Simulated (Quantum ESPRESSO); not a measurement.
Habitual settings against a tight run: AlNi3 (Pm-3m, 4 atoms in the cell)

Self-consistent single point.

```
AlNi3
1.0
    3.59457     0.00000     0.00000
    0.00000     3.59457     0.00000
    0.00000     0.00000     3.59457
Al Ni
1 3
Direct
  0.00000   0.00000   0.00000
  0.00000   0.50000   0.50000
  0.50000   0.00000   0.50000
  0.50000   0.50000   0.00000
```
Moments meant for the start (each program seeds them in its own way; μB, in the order of the atoms Al Ni Ni Ni): 0.0 2.0 2.0 2.0.

Computed with revPBE, PSlibrary PAW (PBE) pseudopotentials (plane waves; Quantum ESPRESSO).

Base settings: ecutwfc = 50 Ry; ecutrho = 300 Ry; occupations = smearing; smearing = mp; degauss = 0.0147 Ry; nspin = 2; input_dft = revpbe; potentials = {Al: Al.pbe-n-kjpaw_psl.1.0.0.UPF, Ni: Ni.pbe-n-kjpaw_psl.1.0.0.UPF}; K_POINTS = automatic 9 9 9 0 0 0; conv_thr = 1e-09 Ry; mixing_beta = 0.2.

Tight run (finer mesh or higher cutoff; not a proven limit): ecutwfc: 50 Ry → 70 Ry; ecutrho: 300 Ry → 420 Ry; conv_thr: 1e-09 Ry → 7.3e-11 Ry; K_POINTS: automatic 9 9 9 0 0 0 → automatic 13 13 13 0 0 0. It gave Fermi level (on the code's own zero) 12.22 eV; pressure -0.65 GPa; size of the cell's spin moment 0.80 μB; site moments (μB, in the program's spheres or projections) Al -0.02, Ni 0.30, Ni 0.30, Ni 0.30.

Quick runs, as changes from the base:
- A: the base itself
- B: ecutwfc: 50 Ry → 30 Ry; ecutrho: 300 Ry → 180 Ry; K_POINTS: automatic 9 9 9 0 0 0 → automatic 6 6 6 0 0 0
- C: ecutwfc: 50 Ry → 35 Ry; ecutrho: 300 Ry → 210 Ry; input_dft: revpbe → default; pseudopotentials: {Al: Al.pbe-n-kjpaw_psl.1.0.0.UPF, Ni: Ni.pbe-n-kjpaw_psl.1.0.0.UPF} → {Al: Al.pz-n-kjpaw_psl.1.0.0.UPF, Ni: Ni.pz-n-kjpaw_psl.1.0.0.UPF}; K_POINTS: automatic 9 9 9 0 0 0 → automatic 8 8 8 1 1 1 [LDA (PZ)]
- D: ecutwfc: 50 Ry → 25 Ry; ecutrho: 300 Ry → 150 Ry; smearing: mp → gauss; degauss: 0.0147 Ry → 0.0099958 Ry; K_POINTS: automatic 9 9 9 0 0 0 → automatic 8 8 8 0 0 0

Energies are extrapolated to zero smearing width, which holds to low order in the width alone (under cold and Methfessel-Paxton smearing the free energy itself is taken).

Dashes: energy of C, another energy zero.

† marks runs with another functional, U, potentials or spin treatment: their distance from the tight run is not a convergence error alone.

The count of work is k-points × plane waves × bands × iterations; it is no time. Core times come from one kind of shared machine and are given to one figure; runs under 30 s give none.

The starting cell comes from a database of computed structures (which also holds hypothetical and non-ambient phases and stackings), without a prior relaxation at this level. Its lattice was rescaled by a random factor within 2.5 % of one. The moments shrank to a small part of their start, a low-spin state that need not be the lowest.

```
run  energy less tight (meV/atom)  pressure less tight (GPa)  size of the net moment less tight (μB/atom)  count of work / tight  core time / tight (rough)
---  ----------------------------  -------------------------  -------------------------------------------  ---------------------  -------------------------
A                             7.8                      -0.72                                         0.00                   0.23                        0.3
B                           100.6                      -9.49                                         0.00                  0.053                        0.1
C†                              –                     -16.48                                        -0.04                  0.092                        0.1
D                           793.5                     -74.37                                        -0.03                  0.070                        0.2
```

Among the runs at the tight run's level, the energy misses run from 7.8 to 793.5 meV/atom.

Left out of this page: 1 run of the series unsound by tests on forces, stress, charge or solver warnings; 1 run of the series outside the window shown, repeating another row's setting, or not comparable.
